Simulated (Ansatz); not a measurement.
The parent structure is Ag in the fcc (Cu type) structure (space group Fm-3m, No. 225; a = 4.054 Å; relaxed with 0.1 eV smearing). Axes: x, y, z lie along the cube axes.

Computed with DFT with PBEsol, PAW potentials and a 420 eV plane-wave cutoff in Ansatz (an electronic-structure program), scalar-relativistic without spin-orbit coupling.

For the base:

| Item | Result |
|---|---|
| Shortest interatomic distance | 2.866 Å |
| Pressure | 0.0 GPa |

It is then changed as follows: tensor shear ε_xy = +0.86 % (engineering shear γ = 0.0172); the atoms relax in the strained cell.

What does the calculation give for the energy relative to the base, shortest interatomic distance and pressure after the change?

The energy grows by 0.9 meV/atom; the shortest interatomic distance drops by 0.0247 Å to 2.842 Å; the pressure (mean of the normal stresses, compression positive) stays 0.0 GPa.

Whether these cells are dynamically stable was not tested.
